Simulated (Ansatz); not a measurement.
Start from Ti in the hcp (Mg type) structure (space group P6_3/mmc, No. 194; a = 2.9016 Å, c = 4.5930 Å; relaxed with 0.1 eV smearing).

Level of theory: PBEsol (Ansatz, an electronic-structure program, PAW, no spin-orbit coupling).

Before the change:

| Item | Value |
|---|---|
| Pressure | 0.0 GPa |
| Band gap | zero |

Now apply this change: an isotropic linear strain of −2.00 %, atoms relaxed at fixed cell.

Q: How does this affect the pressure, energy relative to the base and band gap?

A: The pressure (mean of the normal stresses, compression positive) goes from zero to 8.0 GPa; the energy goes up by 23 meV/atom; the band gap is still zero.

No phonon test of stability was made. All final runs are without spin polarisation.
